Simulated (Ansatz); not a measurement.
Take Ir in the fcc (Cu type) structure (space group Fm-3m, No. 225) as the base.

```xyz
1
Lattice="0.0000 1.9225 1.9225 1.9225 0.0000 1.9225 1.9225 1.9225 0.0000" Properties=species:S:1:pos:R:3 pbc="T T T"
Ir     0.0000     0.0000     0.0000
```

Computed with Ansatz (an electronic-structure program), r2SCAN, PAW, cutoff 500 eV, spin-orbit coupling left out, earlier PAW set.

For the base:

```
Property              Result
-------------------  -------
Lattice parameter a  3.845 Å
```

The change: Sb takes the place of Ir on all its sites, then cell and atoms are relaxed.

What does the calculation give for the lattice parameter a after the change?

The lattice parameter a grows by 0.931 Å to 4.776 Å.

Stability against distortions was not tested. The final runs are not spin-polarised. This is not the structure that Sb has at room temperature and ambient pressure.
